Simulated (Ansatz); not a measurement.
Seebeck coefficient (μV/K, mean over directions) of n-type ZnIn₂O₄ (Fd-3m) against carrier density, PBEsol, rigid bands in Ansatz (a first-principles code). Computed gap 1.28 eV; densities at which minority carriers matter at this gap, or further valleys turn the trend, are left out. Conductivity mass 0.189 mₑ (harmonic mean over directions), N_c = 2.0e18 cm⁻³ at 300 K.

```csv
electron density,300 K,500 K
1e16 cm⁻³,___,-738
1e17 cm⁻³,-471,-540
1e18 cm⁻³,___,-343
3e18 cm⁻³,-190,-252
1e19 cm⁻³,-109,-161
3e19 cm⁻³,-58,-94
1e20 cm⁻³,___,-48
3e20 cm⁻³,-16,-26
1e21 cm⁻³,-9,-15
```

Question: Fill in the missing entries.

Answer: 
- 1e16 cm⁻³, 300 K: -670
- 1e18 cm⁻³, 300 K: -277
- 1e20 cm⁻³, 300 K: -29

Rigid bands with a gap fixed in temperature, one relaxation time for all states, no polarons or phonon drag, and whether or not such doping can be reached. Spin-orbit coupling is left out.

Computed structure with no diffraction record at hand here (it may be known, metastable or hypothetical): ZnIn2O4 (Fd-3m).
